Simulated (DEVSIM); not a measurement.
Structure: illuminated Si p-on-n cell, one wavelength, at 300 K.

```tsv
layer (left to right)	material	thickness (μm)	Nd (cm⁻³)	Na (cm⁻³)	τn (s)	τp (s)	absorption coefficient (cm⁻¹)
1	Si	0.240	-	7.7e18	4.5e-9	5.9e-9	380
2	Si	54.0	1.8e15	-	2.8e-7	2.8e-7	380
```

Left contact: ohmic, minority electron recombination velocity 400 cm/s. Right contact: ohmic, minority hole recombination velocity 50 cm/s. Voltage is applied to the left contact. Recombination: SRH at mid-gap, radiative, Auger. Gap narrowing is on: ΔEg = 6.92 meV × (l + √(l² + 0.5)), l = ln(N/1.3e17 cm⁻³), shared equally by both band edges. Light enters at the left, 1.1e17 photons cm⁻² s⁻¹, one pass, no reflection. Mobility is μmin + (μ − μmin)/(1 + (N/Nref)^α).

The device is made up for the run: typed textbook-type constants, with dimensions and the other settings drawn at random. Values at 300 K; Nc and Nv go as T^1.5, mobilities as T to minus their exponent, the gap by Varshni's rule with the affinity fixed.

```tsv
parameter	Si
gap (eV)	1.124
affinity (eV)	4.05
permittivity	11.7
Nc (cm⁻³)	2.86e19
Nv (cm⁻³)	3.1e19
μn (cm²/Vs)	1417
μp (cm²/Vs)	470
μn,min	52
μp,min	45
Nref,n	9.7e16
Nref,p	2.2e17
αn	0.68
αp	0.72
T exponent of μn	2.3
T exponent of μp	2.2
B (cm³/s)	4.7e-15
Cn (cm⁶/s)	2.8e-31
Cp (cm⁶/s)	9.9e-32
Varshni α (eV/K)	0.000473
Varshni β (K)	636
```

Simulated with DEVSIM: 1D drift-diffusion, Boltzmann statistics, complete ionisation; no tunnelling, impact ionisation, image-force lowering or self-heating.

Base results: fill factor 0.78; potential step across the device at zero bias (V) 0.809; share of generated pairs collected at short circuit 0.498; largest field in the device at zero bias (V/cm) 110000.

What follows from this one change: temperature 300 → 400 K?

fill factor 0.78 → 0.57; potential step across the device at zero bias 0.809 → 0.657 V; share of generated pairs collected at short circuit 0.498 → 0.448; largest field in the device at zero bias 110000 → 130000 V/cm.

What follows from this one change: thickness of layer 1 0.24 → 0.048 μm?

fill factor little changed (0.78); potential step across the device at zero bias little changed (0.809 V); share of generated pairs collected at short circuit 0.498 → 0.494; largest field in the device at zero bias little changed (110000 V/cm).

What follows from this one change: constant mobility in place of the doping-dependent one?

fill factor little changed (0.78); potential step across the device at zero bias little changed (0.809 V); share of generated pairs collected at short circuit 0.498 → 0.503; largest field in the device at zero bias little changed (110000 V/cm).
